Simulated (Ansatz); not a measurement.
The starting structures come from a database of crystals and need not be the phases stable at ambient conditions.

The decay constant κ of evanescent states in the gap governs leakage through a thin film.

Given:

```xyz
10
Lattice="6.6031 0.0000 0.0000 3.3015 6.2095 0.0000 3.3015 1.7554 5.4424" Properties=species:S:1:pos:R:3 pbc="T T T"
In     9.9046     4.2066     4.6517
In     3.3015     3.7584     0.7906
In     6.6031     1.5313     3.5118
In     6.6031     6.4336     1.9306
S      5.6154     4.7434     0.2675
S      7.5907     3.2215     5.1749
S      8.9170     5.4486     2.4537
S      4.2892     2.5164     2.9886
S      5.2768     5.9737     4.0818
S      7.9294     1.9912     1.3606
```

Space group of this cell: R-3c, corundum. The cell is taken as given; by PBEsol its mean pressure is -1.2 GPa.

Transport runs along the normal of the first two printed cell vectors, the (101) plane of the conventional cell.

The gap is the functional's own, uncorrected, and κ follows it; spin-orbit coupling is left out. Mid-gap values are interpolated between the computed energies.

Task: State the band gap and the smallest decay constant κ at mid-gap according to Ansatz (an electronic-structure program) with PBEsol.

Result: Gap 0.34 eV on a 6×6×6 mesh; κ = 0.048 1/Å, at the zone centre.
